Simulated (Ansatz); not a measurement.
The starting structures come from a database of crystals and need not be the phases stable at ambient conditions.

 Where the default PAW files enter, the runs use the earlier of Ansatz's two default sets.

The decay constant κ of evanescent states in the gap governs leakage through a thin film.

Data:

```yaml
crystal:
  lattice:
    - [4.56088, 0.00000, 0.00000]
    - [0.00000, 4.56087, -0.00361]
    - [0.00000, 0.00511, 4.56087]
  atoms:
    - { symbol: K, position: [0.50000, 0.00000, 0.00000] }
    - { symbol: Hg, position: [0.00000, 0.50000, 0.50000] }
    - { symbol: F, position: [0.00000, 0.00000, 0.50000] }
    - { symbol: F, position: [0.00000, 0.50000, 0.00000] }
    - { symbol: F, position: [0.50000, 0.50000, 0.50000] }
```

Space group of this cell: Cmmm, cubic perovskite. The cell was relaxed by PBE-D3(BJ); by r2SCAN its mean pressure is -1.6 GPa.

Transport runs along the normal of the first two printed cell vectors.

No gap correction and no spin-orbit coupling; mid-gap values are interpolated between computed energies.

Task: Predict the band gap and the smallest decay constant κ at mid-gap from Ansatz (a quantum-chemistry and plane-wave program) with r2SCAN.

Result: Gap 1.09 eV on a 8×8×8 mesh; κ = 0.227 1/Å, at the zone centre.
